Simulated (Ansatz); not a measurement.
**Cohesive energy of pyrite PtAs2 at several levels of theory**

No measured value is used here.

```json
[
 {"level (code)": "LDA (Ansatz)", "value (eV/atom)": "5.60", "cell (Å³/atom)": "17.50"},
 {"level (code)": "PBE (Ansatz)", "value (eV/atom)": "4.34", "cell (Å³/atom)": "18.53"},
 {"level (code)": "PBE0 (Ansatz)", "value (eV/atom)": "4.13", "cell (Å³/atom)": "17.80"}
]
```

Density-functional levels without +SOC have no spin–orbit coupling, which shifts binding energies of heavy elements. PBE, PBE0: the free atom's electronic state is in doubt. Each level is taken at its own relaxed cell. Cutoffs and k meshes differ between the levels. Ansatz's density-functional and Hartree–Fock values are scalar-relativistic unless marked +SOC, with PAW data made under PBE.

Ansatz is a program for electronic structure.
